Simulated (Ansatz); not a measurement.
CaC2 (R-3m, No. 166, 3 atoms in the cell; start mp-1227257) was calculated with LDA in Ansatz (PAW).

Settings: plane-wave cutoff 520 eV, 10×10×10 k mesh, Fermi–Dirac smearing 0.01 eV, scalar-relativistic PAW data made under PBE.

Cell (relaxed with PBEsol):

```
CaC2
1.0
    1.91200     1.10390     3.89511
   -1.91200     1.10390     3.89511
    0.00000    -2.20779     3.89511
Ca C
1 2
Direct
  0.00000   0.00000   0.00000
  0.55360   0.55360   0.55360
  0.44640   0.44640   0.44640
```

Question: What does this level give for the band gap and smallest direct gap on the k points sampled?

Answer: 
band gap: 2.46 eV (indirect)
smallest direct gap on the k points sampled: 3.79 eV

Note: cell and atoms aren't relaxed at this level (largest force component 0.42 eV/Å, pressure -2.9 GPa).

The computed numbers hold no vibrational or temperature effects.

A start named mp-… is a Materials Project structure, which need not be a measured phase.

Ansatz is an electronic-structure program.
